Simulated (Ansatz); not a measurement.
The reference is BeTe in the zinc blende structure (space group F-43m, No. 216; a = 5.605 Å). Axes: x, y, z lie along the cube axes.

Levels (all Ansatz, a program for electronic structure, PAW, earlier PAW set): PBEsol (420 eV, no SOC); HSE06 (420 eV, without spin-orbit coupling).

Its gap is 1.84 eV with PBEsol and 2.62 eV with HSE06.

Modification: tensor shear ε_yz = −1.97 % (engineering shear γ = -0.0394), atoms relaxed at fixed cell.

With PBEsol the gap becomes 1.58 eV.

**Question.** If the HSE06 correction stayed the same, what would the HSE06 gap be, and what does the HSE06 run give?

**Answer.** A rigid correction of +0.78 eV gives 2.36 eV. The HSE06 run gives 2.34 eV, so the two effects roughly add.

Single points use the geometry relaxed with PBEsol. HSE06 gaps are upper bounds (no full band path). Spin-orbit coupling, missing from the scalar runs, can matter with Te. The cells carry an imposed strain or load. Whether these cells are dynamically stable was not tested.
